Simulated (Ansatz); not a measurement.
# A computed series for hypothetical zinc blende CsI: pressure series

The parent structure is CsI in the zinc blende structure (space group F-43m, No. 216; a = 8.743 Å; a hypothetical phase, not in the database extracts checked).

Cell and atoms are relaxed at each pressure.

Method: PBE (Ansatz, an electronic-structure program), no SOC.

```tsv
case	smallest direct gap	electron mass	band gap	lattice parameter a
base	3.85 eV	0.48 mₑ (at Γ)	3.72 eV	8.743 Å
pressure 0.9 GPa	4.05 eV	0.46 mₑ (at Γ)	3.84 eV	8.396 Å
pressure 2.1 GPa	4.23 eV	0.44 mₑ (at Γ)	3.92 eV	8.118 Å
pressure 4.5 GPa	4.48 eV	0.42 mₑ (at Γ)	3.99 eV	7.775 Å
pressure 9 GPa	4.73 eV	0.40 mₑ (at Γ)	3.97 eV	7.402 Å
pressure 15 GPa	4.45 eV	0.38 mₑ (at Γ)	3.86 eV	7.095 Å
pressure 22.5 GPa	4.14 eV	0.37 mₑ (at Γ)	3.68 eV	6.837 Å
pressure 30 GPa	3.88 eV	0.36 mₑ (at Γ)	3.48 eV	6.647 Å
```

Spin-orbit coupling, missing from the scalar runs, can matter with I. Load acts through the strain it causes; cell and atoms are relaxed under it. Effective masses come from finite differences of ±0.01 Å⁻¹. No phonon test of stability was made. Competing high-pressure phases were not computed.
